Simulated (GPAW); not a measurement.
**Several settings converged on CdPd (P4mm, 2 atoms in the cell)**

```
CdPd
1.0
    3.02815     0.00000     0.00000
    0.00000     3.02815     0.00000
    0.00000     0.00000     3.68241
Cd Pd
1 1
Direct
  0.00000   0.00000   0.01358
  0.50000   0.50000   0.50000
```

Base method: LDA (Perdew-Wang 92), GPAW PAW datasets LDA (gpaw-data 1.0.1) (plane waves; GPAW).

Base settings: mode = pw; ecut = 600 eV; xc = LDA; kpts = 5 5 4; mesh shift (steps) = 0 0 0; occupations.name = fermi-dirac; occupations.width = 0.1 eV; nbands = -10; convergence.density = 1e-05 e/electron; symmetry.symmorphic = false.

The count of work is k-points × plane waves × bands × iterations; it is no time. 

**The k-point mesh**

The second cell is the first with its lattice scaled by 0.98.

Only quantities that move along the ladder and can be compared are tabulated.

| kpts | free energy less the last step's (meV/atom) | energy of the compressed cell less the first (meV/atom) | pressure (GPa) | largest difference of a force vector from the last step's (eV/Å) | count of work / last |
|---|---|---|---|---|---|
| 2 2 2 | 546.25 | 20.13 | -1.12 | 0.024 | 0.030 |
| 3 3 3 | -36.09 | -21.23 | -7.28 | 0.006 | 0.020 |
| 4 4 4 | 30.91 | -23.54 | -7.55 | 0.013 | 0.067 |
| 5 5 4 | -16.78 | -26.03 | -8.00 | 0.006 | 0.064 |
| 7 7 6 | -0.67 | -24.84 | -7.80 | 0.002 | 0.14 |
| 16 16 13 | 0.00 | -24.64 | -7.78 | 0.000 | 1.0 |

Coarsest kpts that holds the pressure within 0.2 GPa of the last step, with all finer ones: 7 7 6, at 0.14 of the last step's count of work; the step before is off by 0.22 GPa.

Coarsest kpts that holds the forces within 0.02 eV/Å of the last step, with all finer ones: 3 3 3, at 0.020 of the last step's count of work; the step before is off by 0.024 eV/Å.

Coarsest kpts that holds the free energy within 2 meV/atom of the last step, with all finer ones: 7 7 6, at 0.14 of the last step's count of work; the step before is off by 17 meV/atom.

**The k-point mesh at a smearing width of 0.05 eV**

In this ladder: occupations.width = 0.05 eV.

The second cell is the first with its lattice scaled by 0.98.

Only quantities that move along the ladder and can be compared are tabulated.

```tsv
kpts	free energy less the last step's (meV/atom)	energy of the compressed cell less the first (meV/atom)	pressure (GPa)	largest difference of a force vector from the last step's (eV/Å)	count of work / last
4 4 3	48.29	-26.99	-8.14	0.012	0.018
6 6 5	6.70	-25.42	-7.90	0.001	0.053
8 8 7	6.46	-25.16	-7.83	0.005	0.096
12 12 10	-1.11	-25.22	-7.87	0.000	0.30
14 14 12	-0.30	-25.24	-7.88	0.002	0.40
21 21 17	0.00	-24.99	-7.84	0.000	1.0
```

Coarsest kpts that holds the free energy within 1 meV/atom of the last step, with all finer ones: 14 14 12, at 0.40 of the last step's count of work; the step before is off by 1.1 meV/atom.

Coarsest kpts that holds the forces within 0.005 eV/Å of the last step, with all finer ones: 6 6 5, at 0.053 of the last step's count of work; the step before is off by 0.012 eV/Å.

Coarsest kpts that holds the energy of the compressed cell less the first within 1 meV/atom of the last step, with all finer ones: 6 6 5, at 0.053 of the last step's count of work; the step before is off by 2.0 meV/atom.

The energy difference between the two cells stays within 1 meV/atom of the last step's from 6 6 5 on, the total only from 14 14 12 on: much of the error is common to both cells and cancels.

Two neighbours can agree and both be off: 6 6 5 and 8 8 7 differ by 0.24 meV/atom in the free energy, yet lie about 6.5 meV/atom from the last step.

**The width of Gaussian smearing**

In this ladder: kpts = 8 8 7; occupations.name = methfessel-paxton; occupations.order = 0.

Narrow widths need finer meshes than wide ones, so the last steps can hold mesh noise.

Only quantities that move along the ladder and can be compared are tabulated; pressure and forces are left out, as mesh noise rules them at narrow widths.

```csv
occupations.width,free energy less the last step's (meV/atom),energy extrapolated to zero width less the last step's (meV/atom)
1 eV,-82.08,2.98
0.5 eV,-21.47,-2.79
0.3 eV,-8.21,-1.30
0.1 eV,0.00,0.00
```

Widest occupations.width that holds the free energy within 5 meV/atom: not settled: the last two steps still differ by 8.2 meV/atom, over half the tolerance, so the ladder does not show it.

Widest occupations.width that holds the energy extrapolated to zero width within 2 meV/atom: not settled: the last two steps still differ by 1.3 meV/atom, over half the tolerance, so the ladder does not show it.

The extrapolation to zero width removes most of the smearing's effect on the energy.

On the base run: the starting cell comes from a database of computed structures (which also holds hypothetical and non-ambient phases and stackings), without a prior relaxation at this level. Its lattice was rescaled by up to half a per cent. One atom was moved a little off its site on purpose. Spin polarisation is off. In the base run, with a pressure of about -8 GPa the cell is away from its equilibrium volume at this level. Without a gap this mesh is coarse (it stands for a supercell whose shortest vector is 15 Å).

Left out of this page: 2 runs of the series outside the window shown, repeating another row's setting, or not comparable.
